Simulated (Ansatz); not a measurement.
Data:

```xyz
2
Lattice="0.0000 2.6024 2.5397 2.6024 0.0000 2.5397 2.6024 2.6024 0.0000" Properties=species:S:1:pos:R:3 pbc="T T T"
S      0.0000     0.0000     0.0000
Mg     2.6024     2.6024     2.5397
```

No spin polarisation.

A single point on MgS with a change (uniaxial stress, 3 GPa compression along z), its geometry relaxed with PBEsol.

The values are results of r2SCAN, PAW, 500 eV (Ansatz, a program for electronic structure; scalar-relativistic without spin-orbit coupling), not measurements. k-mesh 11×11×11 (Γ-centred); smearing 0.05 eV (Fermi–Dirac).

**Question.** Estimate the electron mass.

**Answer.** 0.50 mₑ along k, 0.31 mₑ across (at M).

**Question.** What is the computed smallest direct gap?

**Answer.** 4.80 eV.

Single points use the geometry relaxed with PBEsol. Load acts through the strain it causes; cell and atoms are relaxed under it. Masses are band curvatures over ±0.01 Å⁻¹ around the edge. Along k means along the line from Γ to the band edge. Stability under load was not tested beyond the relaxation. The cell was made from MgS in the rock salt structure (space group Fm-3m, No. 225) by this change: uniaxial stress, 3 GPa compression along z.
